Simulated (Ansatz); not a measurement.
# Several settings converged on Li (Im-3m, 1 atom in the cell)

```xyz
1
Lattice="-1.7502 1.7502 1.7502 1.7502 -1.7502 1.7502 1.7502 1.7502 -1.7502" Properties=species:S:1:pos:R:3 pbc="T T T"
Li     0.0000     0.0000     0.0000
```

Base method: PBEsol, default PAW files made with PBE (plane waves; Ansatz, a program for electronic structure).

Base settings: basis.ecutwfc = 420 eV; kpoints.mp_grid.grid = 13 13 13; hamiltonian.xc = pbesol; hamiltonian.pseudopotentials = {kind: paw} (the program's default PAW files); scf.occupations.method = gaussian; scf.occupations.width = 0.1 eV.

The count of work is k-points × plane waves × bands × iterations; it is no time. 

**The width of Fermi-Dirac smearing**

In this ladder: kpoints.mp_grid.grid = 21 21 21; scf.occupations.method = fermi_dirac.

Narrow widths need finer meshes than wide ones, so the last steps can hold mesh noise.

Only quantities that move along the ladder and can be compared are tabulated; pressure and forces are left out, as mesh noise rules them at narrow widths.

```tsv
scf.occupations.width	free energy less the last step's (meV/atom)	energy extrapolated to zero width less the last step's (meV/atom)
1 eV	-652.14	-75.56
0.5 eV	-184.82	-13.59
0.3 eV	-69.03	-2.67
0.2 eV	-30.25	-0.66
0.1 eV	-6.16	-0.10
0.05 eV	0.00	0.00
```

Widest scf.occupations.width that holds the free energy within 5 meV/atom: not settled: the last two steps still differ by 6.2 meV/atom, over half the tolerance, so the ladder does not show it.

Widest scf.occupations.width that holds the energy extrapolated to zero width within 0.5 meV/atom of the last step, with all finer ones: 0.1 eV; the step before is off by 0.66 meV/atom.

The extrapolation to zero width removes most of the smearing's effect on the energy.

**The width of Methfessel-Paxton smearing**

In this ladder: kpoints.mp_grid.grid = 21 21 21; scf.occupations.method = methfessel_paxton.

Narrow widths need finer meshes than wide ones, so the last steps can hold mesh noise.

Only quantities that move along the ladder and can be compared are tabulated; pressure and forces are left out, as mesh noise rules them at narrow widths.

| scf.occupations.width | free energy less the last step's (meV/atom) |
|---|---|
| 1 eV | -5.24 |
| 0.5 eV | -0.43 |
| 0.3 eV | -0.16 |
| 0.2 eV | -0.12 |
| 0.1 eV | -0.03 |
| 0.05 eV | 0.00 |

Widest scf.occupations.width that holds the free energy within 0.5 meV/atom of the last step, with all finer ones: 0.5 eV; the step before is off by 5.2 meV/atom.

**The mesh under tetrahedron occupations**

In this ladder: scf.occupations.method = tetrahedron; scf.occupations.width = default.

Only quantities that move along the ladder and can be compared are tabulated.

| kpoints.mp_grid.grid | free energy less the last step's (meV/atom) | count of work / last |
|---|---|---|
| 6 6 6 | -9.12 | 0.020 |
| 7 7 7 | -4.63 | 0.025 |
| 8 8 8 | 1.40 | 0.036 |
| 10 10 10 | 0.44 | 0.058 |
| 13 13 13 | 0.23 | 0.10 |
| 16 16 16 | 0.03 | 0.18 |
| 20 20 20 | -0.04 | 0.31 |
| 25 25 25 | 0.02 | 0.56 |
| 31 31 31 | 0.00 | 1.0 |

Coarsest kpoints.mp_grid.grid that holds the free energy within 0.5 meV/atom of the last step, with all finer ones: 10 10 10, at 0.058 of the last step's count of work; the step before is off by 1.4 meV/atom.

On the base run: the starting cell has typed, rounded lattice constants, without a prior relaxation at this level. Its lattice was rescaled by up to half a per cent. Ansatz's pressure includes its estimate of the finite-basis (Pulay) stress.

Left out of this page: 4 runs of the series outside the window shown, repeating another row's setting, or not comparable.

Keys are those of Ansatz 0.2.
